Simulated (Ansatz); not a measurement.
System: SnO2 (Pbcn, No. 60, 36 atoms in the cell; start mp-555487; a measured phase of this formula has another space group). Method: r²SCAN+rVV10 in Ansatz (plane waves, PAW).

Settings: plane-wave cutoff 560 eV, 6×6×2 k mesh (along the axes of the cell as run), Fermi–Dirac smearing 0.01 eV, scalar-relativistic PAW data made under PBE.

Cell (relaxed at this level):

```cif
data_O24Sn12
_chemical_formula_sum 'Sn12 O24'
_space_group_name_H-M_alt 'Pbcn'
_space_group_IT_number 60
_space_group_name_Hall '-P 2n 2ab'
_cell_length_a 4.70314
_cell_length_b 5.74537
_cell_length_c 15.87591
_cell_angle_alpha 90.000
_cell_angle_beta 90.000
_cell_angle_gamma 90.000
loop_
_atom_site_label
_atom_site_type_symbol
_atom_site_symmetry_multiplicity
_atom_site_Wyckoff_symbol
_atom_site_fract_x
_atom_site_fract_y
_atom_site_fract_z
_atom_site_occupancy
Sn1 Sn 8 d 0.00268 0.34711 0.08399 1
Sn2 Sn 4 c 0.00000 0.02837 0.25000 1
O1 O 8 d 0.21438 0.07200 0.36194 1
O2 O 8 d 0.22799 0.30176 0.19474 1
O3 O 8 d 0.29007 0.12436 0.02924 1
```

Question: Estimate the band gap that the calculation returns.

Answer: 
- band gap = 2.02 eV

Spin–orbit coupling is not included.

The result took about 13 core-minutes (a rough figure).

A start named mp-… is a Materials Project structure, which need not be a measured phase.

Ansatz is a first-principles code.
